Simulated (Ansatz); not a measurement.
SiO2 (P4₁2₁2, No. 92), treated with PBE (plane waves, PAW; Ansatz, a quantum-chemistry and plane-wave program).

Settings: plane-wave cutoff 520 eV, 8×8×6 k mesh (along the axes of the cell as run), scalar-relativistic PAW data made under PBE.

Computed at the level's own relaxed cell.

Hill averages of the elastic tensor: K = 15.8 GPa, G = 41.2 GPa. Volume 15.311 Å³/atom, mean atomic mass 20.028 u.

### Question
Work out the density, the sound velocities of a polycrystal and the elastic Debye temperature at this level.

### Answer
ρ = 1.66054 × 20.028/15.311 = 2.172 g/cm³. v_l = √[(K + 4G/3)/ρ] = 5.707 km/s and v_t = √(G/ρ) = 4.355 km/s. The mean follows from 3/v_m³ = 1/v_l³ + 2/v_t³: v_m = 4.663 km/s. Θ_D = (ħ/k_B) v_m (6π²/V)^(1/3) = 76.38 K Å s/km × 4.663 × 1.5697 Å⁻¹ = 559 K, counting all atoms of the cell.

Note: the volume lies 7 % above that of the published cell.
